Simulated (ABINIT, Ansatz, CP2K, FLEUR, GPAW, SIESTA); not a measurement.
Co2SiGe (P2_1, 8 atoms in the cell) computed with different codes at matched settings

Self-consistent single point.

```yaml
crystal:
  lattice:
    - [4.53407, 0.00000, 0.00000]
    - [0.00000, 4.53579, 0.00000]
    - [-0.05692, 0.00000, 4.53934]
  atoms:
    - { symbol: Co, position: [0.64359, 0.63821, 0.60395] }
    - { symbol: Co, position: [0.35641, 0.13821, 0.39605] }
    - { symbol: Co, position: [0.86440, 0.35934, 0.11767] }
    - { symbol: Co, position: [0.13560, 0.85934, 0.88233] }
    - { symbol: Si, position: [0.15633, 0.66001, 0.41238] }
    - { symbol: Si, position: [0.84367, 0.16001, 0.58762] }
    - { symbol: Ge, position: [0.33863, 0.34244, 0.90580] }
    - { symbol: Ge, position: [0.66137, 0.84244, 0.09420] }
```

All programs got the same cell, k-point mesh and kind of occupations (in Ansatz's words: kpoints.mp_grid.grid = 4 4 4; scf.occupations.method = fermi_dirac; scf.occupations.width = 0.1 eV); potentials, basis and cutoffs are each program's usual ones.

```json
[
 {"code": "CP2K", "model": "LDA (Pade form), GPW, DZVP-MOLOPT-SR-GTH basis, GTH-PADE potentials (GTH_POTENTIALS)", "pressure (GPa)": "-12.46", "largest force (eV/Å)": "0.146", "k-points": "36", "cutoff": "grid 600 Ry"},
 {"code": "Ansatz", "model": "LDA (PW92), PAW files made with PBE", "pressure (GPa)": "-12.71", "largest force (eV/Å)": "0.122", "k-points": "30", "cutoff": "420 eV"},
 {"code": "GPAW", "model": "LDA (Perdew-Wang 92), GPAW PAW datasets LDA (gpaw-data 1.0.1)", "pressure (GPa)": "-11.63", "largest force (eV/Å)": "0.100", "k-points": "30", "cutoff": "800 eV"},
 {"code": "FLEUR", "model": "LDA (Perdew-Zunger), all-electron FLAPW (FLEUR), scalar-relativistic valence", "pressure (GPa)": "–", "largest force (eV/Å)": "0.114", "k-points": "30", "cutoff": "Kmax 4.1 1/bohr"},
 {"code": "ABINIT", "model": "LDA (PW92), norm-conserving pseudopotentials (PseudoDojo nc-sr-04 LDA standard)", "pressure (GPa)": "-12.89", "largest force (eV/Å)": "0.131", "k-points": "30", "cutoff": "48 Ha"},
 {"code": "SIESTA", "model": "LDA PW92, numerical atomic orbitals DZP, PseudoDojo LDA standard norm-conserving potentials (rewritten from UPF to PSML)", "pressure (GPa)": "-12.43", "largest force (eV/Å)": "0.277", "k-points": "44", "cutoff": "grid 400 Ry"}
]
```

Size of the force on each atom (eV/Å): Sizes of forces hide their directions.

| code | Co1 | Co2 | Co3 | Co4 | Si5 | Si6 | Ge7 | Ge8 |
|---|---|---|---|---|---|---|---|---|
| CP2K | 0.146 | 0.146 | 0.144 | 0.144 | 0.132 | 0.132 | 0.144 | 0.144 |
| Ansatz | 0.108 | 0.108 | 0.122 | 0.122 | 0.108 | 0.108 | 0.092 | 0.092 |
| GPAW | 0.099 | 0.099 | 0.092 | 0.092 | 0.100 | 0.100 | 0.093 | 0.093 |
| FLEUR | 0.080 | 0.080 | 0.055 | 0.055 | 0.114 | 0.114 | 0.111 | 0.111 |
| ABINIT | 0.107 | 0.107 | 0.131 | 0.131 | 0.108 | 0.108 | 0.094 | 0.094 |
| SIESTA | 0.126 | 0.126 | 0.158 | 0.158 | 0.277 | 0.277 | 0.207 | 0.207 |

A dash marks a value that a program does not give, or that is left out as unsure.

The spread over the programs that give each value: pressure within 1.26 GPa; largest force within 0.177 eV/Å.

The starting cell comes from a database of computed structures (which also holds hypothetical and non-ambient phases and stackings), without a prior relaxation at this level. On Ansatz's run: Spin polarisation is off. In the base run, with a pressure of about -13 GPa the cell is away from its equilibrium volume at this level. Without a gap this mesh is coarse (it stands for a supercell whose shortest vector is 18 Å).

Why do the programs differ, and what cannot be compared?

Differences of this kind can come from the potentials, where these differ, and from what each basis and cutoff leave unconverged. The valence holds different numbers of electrons (CP2K 84, Ansatz (a quantum-chemistry and plane-wave program) 104, GPAW 52, FLEUR 96, ABINIT 104, SIESTA 104). The zero of total energies and Fermi levels follows the potentials and each program's conventions, so they are not compared here. CP2K and SIESTA use small atom-centred bases, whose incompleteness enters pressures, forces and empty levels differently from a plane-wave cutoff. FLEUR treats all electrons, but the usual bases taken here (sphere radii, linearisation, local orbitals, empty states) were not tested for convergence, so the values are no reference for the others. Ansatz's pressure is given at a fixed set of plane waves, as the other plane-wave codes print theirs; with its correction for the finite basis it is -12.62 GPa. The programs reduce the same mesh by symmetry to different extents, which changes the work and not the result. In the pressure, GPAW (by 1.08) lies more than 1 GPa from the median of the plane-wave programs. In the force vectors, SIESTA (by 0.187) lies more than 0.08 eV/Å from the median of the plane-wave programs.

The shared mesh is coarse (it stands for a supercell whose shortest vector is 18 Å), so the values are not converged in it.

Left out of this page: Quantum ESPRESSO (failed or unconverged).

Keys are those of Ansatz 0.2.
